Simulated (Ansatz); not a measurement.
MgB2 under load (space group P6/mmm), Ansatz (a quantum-chemistry and plane-wave program) with PBEsol, DFPT electron-phonon coupling, linearised Boltzmann equation. Condition of this run: hydrostatic pressure 5 GPa (the target of the relaxation). Phonon-limited resistivity 5.23 μΩ·cm at 300 K along y (a = (3.04, 0.00, 0.00) Å; b = (-1.52, 2.63, 0.00) Å; c = (0.00, 0.00, 3.44) Å), 9.27 μΩ·cm at 400 K, current-weighted mean free path 21 nm, Drude plasma energy 7.33 eV.

Problem. Estimate the electronic thermal conductivity at 300 K by the Wiedemann-Franz law (L₀ = 2.44×10⁻⁸ W·Ω/K²).

Solution. L₀T/ρ = 2.44×10⁻⁸ × 300/(5.23×10⁻⁸) = 140 W/(m·K). Inelastic scattering puts the true Lorenz number somewhat under L₀ near and below the Debye temperature.

Problem. What temperature coefficient of resistance follows, and how does it compare with 1/T?

Solution. (ρ₄₀₀ − ρ₃₀₀)/(100 K × ρ₃₀₀) = 7.72×10⁻³ K⁻¹, against 1/T = 3.33×10⁻³ K⁻¹ for a resistivity proportional to T. It lies higher because phonons are still being populated at 300 K; impurities would add a constant and lower it.

Problem. What is the classical skin depth at 1 GHz (nonmagnetic, μ₀ = 1.257×10⁻⁶ H/m)?

Solution. δ = √(ρ/(π f μ₀)) = 3640 nm.

A metal at this level (no band gap). Only scattering by harmonic phonons is included (no impurities, grain boundaries, electron-electron scattering or thermal expansion). Spin-orbit coupling is left out. The squared frequency of the phonon mode least converged on the k mesh is uncertain by about 16 %. Halving the electron mesh (32x32x24) moves the resistivity by up to 2 % at 300 K, the mean free path by up to 3 %. Smearing 0.20 eV; phonons on a 5x5x4 q mesh, which this run doesn't test.
